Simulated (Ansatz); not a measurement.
Base system: ScAs in the zinc blende structure (space group F-43m, No. 216; a = 6.039 Å; a hypothetical phase, not in the database extracts checked). Axes: x, y, z lie along the cube axes.

All numbers come from Ansatz (a first-principles code) PBEsol, scalar-relativistic without spin-orbit coupling.

One thing is altered: tensor shear ε_yz = −1.27 % (engineering shear γ = -0.0254); the atoms relax in the strained cell.

What does the calculation give for the largest internal atomic displacement after the change?

The largest internal atomic displacement is 0.017 Å.

Predict the new energy relative to the base.

The energy increases by 0.5 meV/atom.

What happens to the stress?

The stress (xx, yy, zz, yz, xz, xy; compression positive) is (-0.04, 0.00, 0.00, 0.23, 0.00, 0.00) GPa.

No phonon test of stability was made. All final runs are without spin polarisation.
